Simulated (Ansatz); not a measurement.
Input:

```
CELL_PARAMETERS angstrom
      3.06533     0.00000     0.00000
     -1.53266     2.65465     0.00000
      0.00000     0.00000     5.03086
ATOMIC_POSITIONS crystal
  Si 0.33333 0.66667 0.99959
  Si 0.66667 0.33333 0.49959
  C  0.33333 0.66667 0.37541
  C  0.66667 0.33333 0.87541
```

No spin polarisation.

Computed with LDA (Ansatz, an electronic-structure program; PAW; 420 eV plane waves; no spin-orbit coupling). Settings: 12×12×7 k-points, 0.05 eV Fermi–Dirac smearing.

### Question
What electron mass does the calculation give?

### Answer
0.26 mₑ along c, 0.43 mₑ across (at K).

### Question
What band gap does the calculation give?

### Answer
2.15 eV.

Load acts through the strain it causes; cell and atoms are relaxed under it. Masses are band curvatures over ±0.01 Å⁻¹ around the edge. Whether these cells are dynamically stable was not tested. The cell was made from SiC in the wurtzite structure (space group P6_3mc, No. 186) by this change: pressure −2 GPa.
